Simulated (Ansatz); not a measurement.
Consider the following.

```xyz
1
Lattice="-2.0835 2.0835 2.0835 2.0835 -2.0835 2.0835 2.0835 2.0835 -2.0835" Properties=species:S:1:pos:R:3 pbc="T T T"
Na     0.0000     0.0000     0.0000
```

All values below come from PBEsol, DFPT electron-phonon coupling, linearised Boltzmann equation (plane waves, PAW, scalar-relativistic; Ansatz, a quantum-chemistry and plane-wave program). Cell: relaxed with this functional, without spin-orbit coupling.

### Question
Predict the intrinsic resistivity at 273 K.

### Answer
3.3 μΩ·cm.

### Question
And the electrons' mean free path at that temperature?

### Answer
43 nm, weighted by the current that each state carries. Wires not much wider than this gain resistivity from their walls.

A metal at this level (no band gap). Only scattering by harmonic phonons is included (no impurities, grain boundaries, electron-electron scattering or thermal expansion). Spin-orbit coupling is left out. Halving the electron mesh (28x28x28) moves the resistivity by up to 5 % at 273 K, the mean free path by up to 5 %. Smearing 0.20 eV; phonons on a 5x5x5 q mesh, which this run doesn't test.
